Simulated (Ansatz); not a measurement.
Amorphous cells of 8 compositions: the gap between the highest filled and lowest empty level at the zone centre, by PBE and by a single point of r2SCAN on the same geometry (PBE, scalar-relativistic without spin-orbit coupling (plane waves to 420 eV, PAW; Ansatz, a quantum-chemistry and plane-wave program); r2SCAN at 500 eV). The networks come from melt-quench runs on the CHGNet potential at compositions and starting densities chosen by hand, with anions pushed apart in the CHGNet dynamics, and DFT then relaxed them. The cells are small and were quenched far faster than real films, so single cells scatter. Defect or tail levels can set these gaps. The rows are the first to finish with both values and no moments.

```csv
cell,PBE gap x (eV),r2SCAN gap y (eV)
"A (Ga24O38Ge, 4.95 g/cm3)",1.38,1.92
"B (Ga24O38Si, 4.85 g/cm3)",1.42,1.95
"C (Ga24O38Hf, 5.32 g/cm3)",1.66,2.20
"D (Ga24O37Sr, 5.00 g/cm3)",1.72,2.27
"E (Ga24O37Be, 4.94 g/cm3)",1.92,withheld
"F (Al28O47P2, 2.90 g/cm3)",3.12,3.71
"G (Al28O45Y2, 3.19 g/cm3)",3.27,3.89
"H (Al28O47Ta2, 3.62 g/cm3)",3.63,4.13
```

**Question.** Fit a straight line through the 7 full rows and predict the withheld value for E (Ga24O37Be, 4.94 g/cm3).

**Answer.** Means: x = 2.314, y = 2.867. Slope = Σ(Δx Δy) / Σ(Δx²) = 5.815 / 5.748 = 1.01; the r.m.s. residual is 0.035. Prediction: 2.867 + 1.01 × (1.92 − 2.314) = 2.47. The run gave 2.43, 0.04 below the line.
